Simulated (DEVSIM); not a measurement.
Si n-p junction from an implanted or diffused profile

Structure: Si n-p junction from an implanted or diffused profile, at 350 K.

```csv
layer (left to right),material,thickness (μm),Na (cm⁻³),τn (s),τp (s)
1,Si,120,1.3e16,1.8e-6,1.8e-6
```

Added donor profile: 5.7e18 cm⁻³ × exp(−(x − 0.023 μm)²/(2·(0.085 μm)²)). Left contact: ohmic. Right contact: ohmic. Voltage is applied to the left contact. Recombination: SRH at mid-gap. Mobility is constant in doping.

This is a model device: material constants are rounded textbook-type values typed into the input, and sizes, dopings and lifetimes were drawn at random. Values at 300 K; Nc and Nv go as T^1.5, mobilities as T to minus their exponent, the gap by Varshni's rule with the affinity fixed.

| parameter | Si |
|---|---|
| gap (eV) | 1.124 |
| affinity (eV) | 4.05 |
| permittivity | 11.7 |
| Nc (cm⁻³) | 2.86e19 |
| Nv (cm⁻³) | 3.1e19 |
| μn (cm²/Vs) | 1417 |
| μp (cm²/Vs) | 470 |
| T exponent of μn | 2.3 |
| T exponent of μp | 2.2 |
| Varshni α (eV/K) | 0.000473 |
| Varshni β (K) | 636 |

Model (solved in DEVSIM): 1D drift-diffusion, Boltzmann statistics, complete ionisation; no tunnelling, impact ionisation, image-force lowering or self-heating.

| Item | Result |
|---|---|
| Potential step across the device at zero bias | 0.812 V |
| Dark forward voltage at 1 A/cm² | 0.563 V |
| Dark forward voltage at 100 A/cm² | 0.956 V |

Dark reverse current:

```csv
V (V),J (A/cm²)
0.10,7.6e-8
0.25,1.4e-7
0.50,2.2e-7
0.75,2.9e-7
1.00,3.5e-7
1.50,4.6e-7
2.00,5.5e-7
2.50,6.3e-7
3.25,7.5e-7
4.00,8.5e-7
5.00,9.7e-7
```

Dark forward current:

| V (V) | J (A/cm²) |
|---|---|
| -0.05 | -1.2e-7 |
| -0.15 | -2.2e-6 |
| -0.30 | -0.00024 |
| -0.40 | -0.0063 |
| -0.55 | -0.72 |
| -0.65 | -6.0 |
| -0.75 | -21 |
| -0.90 | -72 |
| -1.00 | -130 |
| -1.10 | -200 |
| -1.25 | -340 |
| -1.35 | -460 |
| -1.50 | -670 |
| -1.60 | -830 |
